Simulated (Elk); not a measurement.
Band structure of NiAl (Pm-3m, 2 atoms in the cell).

```xyz
2
Lattice="2.8900 0.0000 0.0000 0.0000 2.8900 0.0000 0.0000 0.0000 2.8900" Properties=species:S:1:pos:R:3 pbc="T T T"
Al     1.4450     1.4450     1.4450
Ni     0.0000     0.0000     0.0000
```

Computed with PBE, all-electron FP-LAPW, Elk's shipped species files, APW+lo basis with extra local orbitals (Elk 10.2.4).

Settings: xctype = 20; rgkmax = 8; stype = 0; swidth = 0.00499791 Ha; ngridk = 9 9 9; gmaxvr = 18 1/bohr; lmaxapw = 10; lmaxo = 8; nxlo = 2; lorbcnd = true; lradstp = 2; nrmtscf = 2; rmtscf = 0.96; lmaxi = 4.

The starting cell has typed, rounded lattice constants, without a prior relaxation at this level. Spin polarisation is off. Values depend on the basis (sphere radii, cutoffs, local orbitals), which need not be converged.

Levels in eV from the Fermi level, bands 9 to 16:
```json
[
 {"point": "Γ", "9": "-3.20", "10": "-1.52", "11": "-1.52", "12": "-1.52", "13": "5.43", "14": "5.43", "15": "5.43", "16": "8.09"},
 {"point": "X", "9": "-2.73", "10": "-2.22", "11": "-2.22", "12": "-1.43", "13": "-0.64", "14": "8.25", "15": "9.94", "16": "9.94"},
 {"point": "M", "9": "-2.88", "10": "-2.88", "11": "-2.05", "12": "-2.05", "13": "-1.00", "14": "1.44", "15": "2.43", "16": "12.15"},
 {"point": "R", "9": "-4.07", "10": "-0.97", "11": "-0.97", "12": "1.97", "13": "1.97", "14": "1.97", "15": "3.60", "16": "4.41"}
]
```

Bands cross the Fermi level along this path, so the cell is metallic at this level.
